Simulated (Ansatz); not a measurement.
Subject: the formation energy of O_i in Zr (hcp, P6₃/mmc). Reaction: 8 Zr (hcp) + 1/2 O2 (gas) → cell A.

Cell A: a supercell of 8 sites of Zr (hcp, P6₃/mmc) with O off the lattice sites (6 Zr at 2.28 Å); spin state with PBE: run without spin, k-point mesh 8×8×9.
```
CELL_PARAMETERS angstrom
      6.46182     0.00000     0.00000
     -3.23091     5.59610     0.00000
      0.00000     0.00000     5.17839
ATOMIC_POSITIONS crystal
  Zr 0.00040 0.00020 0.99679
  Zr 0.16687 0.33313 0.50321
  Zr 0.00000 0.50000 0.99849
  Zr 0.16687 0.83373 0.50321
  Zr 0.49980 0.00020 0.99679
  Zr 0.66627 0.33313 0.50321
  Zr 0.49980 0.49960 0.99679
  Zr 0.66667 0.83333 0.50151
  O  0.33333 0.16667 0.25000
```

Reference: Zr (hcp, P6₃/mmc), 8 atoms in the cell, the relaxed perfect crystal repeated, atoms not moved again, k-point mesh 8×8×9 on the run's own vectors.

Reference: an isolated O2 molecule (triplet) in a box of 11 × 11 × 13 Å.

Plane-wave PAW calculations with Ansatz (a first-principles code), its PAW set soft_1, cutoff 420 eV, 500 eV for r2SCAN. The structures are at rest with PBE, within the held lattices; other levels are single points on them. Neutral cells; Fermi-Dirac smearing of at most 0.10 eV in the solids, energies taken to zero width. The lattices are those relaxed with PBE, so at other levels the solids can be strained, which adds to the spread. A dispersion term (D3(BJ), or D4 for r2SCAN) was computed beside these levels and is taken off wherever the name lacks it. Space groups of crystals are read within 0.01 Å. Nuclei at rest; no vibrational terms. The structures are the rest points that the relaxations reached, not proven lowest. Values are for these cell sizes. The cell is small for its defects, so this is an ordered compound on the host's lattice rather than an isolated defect. Cell A has symmetry P-3m1 within 0.02 Å and got no random move, so less symmetric positions, which may lie lower, weren't tried.

Question: Estimate the value that r2SCAN returns for this input.

Answer: -6.05 eV, for 8 Zr (hcp) + 1/2 O2 (gas) → cell A.

Question: List the value at the remaining levels and say how far they part.

Answer: 
| Level | value (eV) | less r2SCAN |
|---|---|---|
| PBE | -5.49 | 0.56 |

The levels shown span 0.56 eV, from r2SCAN (-6.05) to PBE (-5.49).
